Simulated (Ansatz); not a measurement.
A self-consistent single point of Cd₂SeS (P3m1, 4 atoms in the cell) with Ansatz (a program for electronic structure).

Method: PBEsol, default PAW files made with PBE (plane waves; Ansatz).

The change in words: lattice scaled by 0.98; kpoints.mp_grid.grid: 7 7 4 → 13 13 7. Reference geometry:
```
CELL_PARAMETERS angstrom
      4.31054     0.00000     0.00000
     -2.15527     3.73304     0.00000
      0.00000     0.00000     7.02889
ATOMIC_POSITIONS crystal
  Cd 0.00000 0.00000 0.49734
  Cd 0.33333 0.66667 0.00964
  Se 0.33333 0.66667 0.62575
  S  0.00000 0.00000 0.12238
```

Reference input (self-consistent single point, DFT, PBEsol, plane waves, default PAW files made with PBE): basis.ecutwfc = 420 eV; kpoints.mp_grid.grid = 7 7 4; hamiltonian.xc = pbesol; hamiltonian.pseudopotentials = {kind: paw} (the program's default PAW files); scf.occupations.method = fermi_dirac; scf.occupations.width = 0.05 eV. This run's input differs from it in these lines:

Ansatz 0.2 input:
```diff
@@ -3,5 +3,5 @@
   lattice:
-    - [4.31054300, 0.00000000, 0.00000000]
-    - [-2.15527100, 3.73304000, 0.00000000]
-    - [0.00000000, 0.00000000, 7.02889400]
+    - [4.22433200, 0.00000000, 0.00000000]
+    - [-2.11216600, 3.65837900, 0.00000000]
+    - [0.00000000, 0.00000000, 6.88831600]
   atoms:
@@ -15,3 +15,3 @@
   mp_grid:
-    grid: [7, 7, 4]
+    grid: [13, 13, 7]
 hamiltonian:
```

Output (repeated stretches shortened):

```
SCF iter   1: F=—  HF=-22679.601404 eV  |F-HF|=—  |Δ(HF+E_count)|=         —  Δρ=4.78e-3  dr2=3.20e-2  ethr=1.77e-3  ⟨swp⟩=6.4  Hψ=18427  notcnv=0  defer=32
all-band conjugate gradients solve this SCF's bands
preconditioner: auto → Resta (q_TF=auto, 2.493 Å⁻¹)
SCF iter   2: F=—  HF=-22679.593404 eV  |F-HF|=—  |Δ(HF+E_count)|=   8.00e-3  Δρ=1.80e-3  dr2=5.41e-3  ethr=5.16e-5  ⟨swp⟩=3.0  Hψ=8375  notcnv=0  defer=157
   [... lines left out ...]
SCF iter   5: F=—  HF=-22679.592307 eV  |F-HF|=—  |Δ(HF+E_count)|=   4.79e-5  Δρ=6.68e-5  dr2=8.09e-6  ethr=1.01e-7  ⟨swp⟩=2.0  Hψ=7406  notcnv=0  defer=157
SCF iter   6: F=—  HF=-22679.592319 eV  |F-HF|=—  |Δ(HF+E_count)|=   1.21e-5  Δρ=3.06e-5  dr2=1.17e-6  ethr=1.30e-8  ⟨swp⟩=2.0  Hψ=7406  notcnv=0  defer=157
SCF iter   7: F=—  HF=-22679.592321 eV  |F-HF|=—  |Δ(HF+E_count)|=   1.36e-6  Δρ=1.12e-5  dr2=1.48e-7  ethr=1.89e-9  ⟨swp⟩=2.0  Hψ=8035  notcnv=0  defer=157
SCF iter   8: F=-22679.592321 eV  HF=-22679.592321 eV  |F-HF|=2.92e-8  |Δ(HF+E_count)|=   3.48e-7  Δρ=2.78e-6  dr2=1.16e-8  ethr=1.61e-10  ⟨swp⟩=8.4  Hψ=20486  notcnv=0
SCF 1 converged in 8 iterations: F = -22679.592321 eV  dr2 = 1.16e-8
Free energy (F): -22679.592321 eV
Internal energy: -22679.592318 eV  (E = F + TS)
E sigma→0 (E₀):  -22679.592319 eV
Entropy (-TS):   -0.000003 eV (-0.001 meV/atom)
Fermi energy:    7.487745 eV
--- Forces (eV/Å), atoms counted from 1 ---
  atom   1  Cd    -0.00000000    -0.00000000    -0.34647693
  atom   2  Cd     0.00000000     0.00000000     0.11384507
  atom   3  Se     0.00000000     0.00000000     0.10568501
  atom   4  S      0.00000000    -0.00000000     0.12692228
--- Stress (GPa, compression-positive) ---
       -0.164908       0.000000      -0.000000
        0.000000      -0.164908       0.000000
       -0.000000      -0.000000      -0.913244
  P = ⅓ Tr σ = -0.4144 GPa (-4.144 kbar)
  The stress holds the Pulay correction. Without it, at fixed plane waves, as pw.x and ABINIT print it: P = -0.4380 GPa
```

The run converged in 8 iterations. Against the reference run the free energy drops by 20.5 meV/atom, the pressure goes from -3.27 to -0.41 GPa, the largest force goes from 0.273 to 0.346 eV/Å and the gap on the mesh goes from 0.600 to 0.726 eV.

The starting cell comes from a database of computed structures (which also holds hypothetical and non-ambient phases and stackings), without a prior relaxation at this level. Its lattice was rescaled by up to half a per cent. One atom was moved a little off its site on purpose. For this run, on top of that: lattice scaled by 0.98. Ansatz's pressure includes its estimate of the finite-basis (Pulay) stress.

Cost on one core of a shared machine: roughly 40 s.
